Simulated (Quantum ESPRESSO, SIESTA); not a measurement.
## Equation of state of antifluorite Mg2Sn (space group 225): energy against volume (SIESTA, LDA)

```yaml
crystal:
  lattice:
    - [0.00000, 3.24854, 3.24854]
    - [3.24854, 0.00000, 3.24854]
    - [3.24854, 3.24854, 0.00000]
  atoms:
    - { symbol: Mg, position: [0.25000, 0.25000, 0.25000] }
    - { symbol: Mg, position: [0.75000, 0.75000, 0.75000] }
    - { symbol: Sn, position: [0.00000, 0.00000, 0.00000] }
```

Level of theory: LDA PW92, numerical atomic orbitals DZP, PseudoDojo LDA standard norm-conserving potentials (rewritten from UPF to PSML) in SIESTA 5.4.2. Settings: XC.functional = LDA; XC.authors = PW92; potentials = PseudoDojo LDA standard; PAO.BasisSize = DZP; PAO.EnergyShift = 0.005 Ry; MeshCutoff = 390 Ry; kgrid.MonkhorstPack = 9 9 9; OccupationFunction = FD; ElectronicTemperature = 10 meV; MaxSCFIterations = 150; SCF.Mixer.Method = Broyden; SCF.Mixer.Weight = 0.2; SCF.Mixer.History = 8; SCF.DM.Tolerance = 1.0E-05. The cell above is the first row's. The rows scale it uniformly. In all rows fractional positions and the k mesh are held. E is the free energy at the stated smearing, counted from the lowest row.

```
V (Å^3/atom)  E (meV/atom)
------------  ------------
22.855                   ?
23.351               36.90
23.848               23.41
24.345               13.34
24.842                6.29
25.339                1.89
25.836                0.00
26.332                0.30
26.829                2.56
```

**Question.** Fit E against V with the third-order Birch-Murnaghan form, a cubic in V^(-2/3), and predict the withheld value at V = 22.855.

**Answer.** With u = V^(-2/3) - 0.117, the rows have u = 0.005404, 0.003698, 0.002049, 0.000456, -0.001085, -0.002576, -0.004018, -0.005417. Least squares gives E = 4.722 + 3146.0·u + 513277·u² + 1138031·u³. Residuals (row less fit): 0.008, -0.023, 0.007, 0.027, -0.021, -0.004, 0.006, -0.001; standard error 0.021 (degrees of freedom: 4). Its minimum lies at u = -0.003097, so V0 = (0.113903)^(-3/2) = 26.01. There d²E/du² = 1005000 and d³E/du³ = 6828000, so B0 = (4/9) × 26.01^(-7/3) × 1005000 × 0.160218 = 35.7 GPa (the last factor turns the table's units into GPa), and B0' = 4 + (2/3) × 0.113903 × (6828000)/1005000 = 4.5. The program's pressures in the fitted runs (not shown) pass through zero at V = 26.02, 0.01 % from this V0. At the withheld row, u = 0.007169, so E = 4.722 + 3146.0 × 0.007169 + 513277 × 0.007169² + 1138031 × 0.007169³ = 54.075 meV/atom. The calculation gives 54.20 meV/atom, 0.125 meV/atom above the prediction (0.2 % of the range of E in the table). The row lies outside the fitted rows, so this is an extrapolation. From the scatter of the fitted rows alone, a prediction at this place has a standard error of 0.063 meV/atom, so the miss is 2.0 times that.

Carrying the step between the two nearest rows on in a straight line would have given 50.36, off by 3.84; series whose last step already gives the withheld value aren't shown. The scan was laid around a cell of about the measured size, scaled by a guess for this functional. The runs keep the symmetry of the cell, so they don't test it for distortions. A plane-wave scan with the same functional (Quantum ESPRESSO, GBRV) gives V0 = 24.64 Å^3/atom and B0 = 46.8 GPa; a Birch-Murnaghan fit to all rows here lies 5.6 % from it in V0 and -24 % in B0; the two differ in basis, and may differ in potentials and mesh. Values carry the incompleteness of an atom-centred basis. Cutoffs and mesh are single choices, not tested for convergence of this quantity. Series with a scatter that would blur these digits, or in which a gap closes, are not shown. Nor are scans whose minimum lies at an end fitted in this form.
